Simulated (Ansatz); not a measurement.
The reference is SiO₂ in the rutile structure (space group P4_2/mnm, No. 136; a = 4.195 Å, c = 2.678 Å).

Method: plane-wave PAW DFT at the PBEsol level (Ansatz, a quantum-chemistry and plane-wave program, 420 eV), scalar-relativistic without spin-orbit coupling.

Before the change:

- Band gap: 5.35 eV
- Gap character: direct at Γ
- Volume per atom: 7.85 Å³

Now apply this change: every Si is replaced by Ti, then cell and atoms are relaxed.

**Question.** How does this affect the band gap?

**Answer.** The band gap drops by 3.485 eV, from 5.35 eV to 1.87 eV.

**Question.** What does the calculation give for the gap character after the change?

**Answer.** The gap character stays direct at Γ.

**Question.** Estimate the effect on the volume per atom.

**Answer.** The volume per atom goes up by 2.471 Å³, from 7.85 Å³ to 10.33 Å³.

Stability against distortions was not tested. All final runs are without spin polarisation.
